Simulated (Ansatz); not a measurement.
Consider BAs in the zinc blende structure (space group F-43m, No. 216; a = 4.7322 Å). Axes: x, y, z lie along the cube axes.

Calculations: LDA (Ansatz, an electronic-structure program), no spin-orbit coupling.

Strains are applied to the cell and any free atomic positions relax; under biaxial strain the out-of-plane vector relaxes too.

One change was made to it. Results:

| quantity | base | after |
|---|---|---|
| valence-band top at Γ (three highest levels, from the VBM) | 0.00, 0.00, 0.00 eV | 0.00, 0.00, -0.10 eV |
| energy relative to the base (free energy F) | 0 meV/atom | +2.3 meV/atom |
| band gap | 1.11 eV | 1.06 eV |

### Question
What was done to the base?
(A) biaxial strain −2.08 %, plane normal [111], relaxed out of plane
(B) biaxial strain −0.83 %, plane normal [111], relaxed out of plane
(C) biaxial strain +1.67 %, plane normal [111], relaxed out of plane

### Answer
B, biaxial strain −0.83 %, plane normal [111], relaxed out of plane. For comparison, the band gap in the other runs: biaxial strain −2.08 %, plane normal [111], relaxed out of plane gives 0.95 eV; biaxial strain +1.67 %, plane normal [111], relaxed out of plane gives 1.02 eV.

Gaps are Kohn–Sham eigenvalue differences; semilocal functionals usually give less than the measured gap. No phonon test of stability was made.
